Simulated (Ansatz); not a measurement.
## MgO, pressure series

The parent structure is MgO in the rock salt structure (space group Fm-3m, No. 225; a = 4.2537 Å).

Cell and atoms are relaxed at each pressure.

Levels (all Ansatz, a first-principles code, PAW): PBE (420 eV, without spin-orbit coupling); r2SCAN (500 eV, no spin-orbit coupling); HSE06 (420 eV, no spin-orbit coupling).

```json
[
 {"pressure (GPa)": "-2", "band gap, PBE (eV)": "4.33", "band gap, r2SCAN (eV)": "5.20", "band gap, HSE06 (eV)": "6.03"},
 {"pressure (GPa)": "-1", "band gap, PBE (eV)": "4.40", "band gap, r2SCAN (eV)": "5.27", "band gap, HSE06 (eV)": "6.10"},
 {"pressure (GPa)": "0", "band gap, PBE (eV)": "4.46", "band gap, r2SCAN (eV)": "5.34", "band gap, HSE06 (eV)": "6.17"},
 {"pressure (GPa)": "3", "band gap, PBE (eV)": "?", "band gap, r2SCAN (eV)": "?", "band gap, HSE06 (eV)": "?"},
 {"pressure (GPa)": "7", "band gap, PBE (eV)": "4.87", "band gap, r2SCAN (eV)": "5.77", "band gap, HSE06 (eV)": "6.63"},
 {"pressure (GPa)": "15", "band gap, PBE (eV)": "5.30", "band gap, r2SCAN (eV)": "6.20", "band gap, HSE06 (eV)": "7.09"}
]
```

### Question
Fit E_g = E₀ + αP + βP² to the rows shown and predict the withheld row.

### Answer
Least squares on the printed values gives 

- PBE: E₀ = 4.46 eV, α = 61.5 meV/GPa, β = -0.36 meV/GPa² (largest residual 0.00 eV); this predicts 4.64 eV, and the run gives 4.64 eV, in agreement
- r2SCAN: E₀ = 5.34 eV, α = 66.1 meV/GPa, β = -0.57 meV/GPa² (largest residual 0.00 eV); this predicts 5.53 eV, and the run gives 5.53 eV, in agreement
- HSE06: E₀ = 6.17 eV, α = 69.4 meV/GPa, β = -0.54 meV/GPa² (largest residual 0.00 eV); this predicts 6.37 eV, and the run gives 6.37 eV, in agreement.

Single points use the geometry relaxed with PBE. Load acts through the strain it causes; cell and atoms are relaxed under it. No phonon test of stability was made. Competing high-pressure phases were not computed.
